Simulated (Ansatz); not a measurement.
The reference is TlBr in the CsCl type structure (space group Pm-3m, No. 221; a = 3.9145 Å).

Computed with PBEsol (Ansatz, an electronic-structure program; PAW; 420 eV plane waves; without spin-orbit coupling).

One change was made to it. Results:

The band gap shrinks by 0.21 eV (1.59 eV → 1.38 eV); the hole mass goes from 0.20 mₑ along k, 0.43 mₑ across (at X) to 0.15 mₑ along k, 0.39 mₑ across (at X); the electron mass becomes 0.11 mₑ along k, 0.19 mₑ across (at X) (base: 0.14 mₑ along k, 0.20 mₑ across (at X)).

Which of these changes matches the shifts?
(A) pressure 2.1 GPa
(B) pressure −2 GPa
(C) pressure 4.5 GPa

A, pressure 2.1 GPa. For comparison, the band gap in the other runs: pressure 4.5 GPa gives 1.16 eV; pressure −2 GPa gives 1.85 eV.

Spin-orbit coupling, missing from the scalar runs, can matter with Tl. Load acts through the strain it causes; cell and atoms are relaxed under it. Effective masses come from finite differences of ±0.01 Å⁻¹. Along k means along the line from Γ to the band edge. Whether these cells are dynamically stable was not tested.
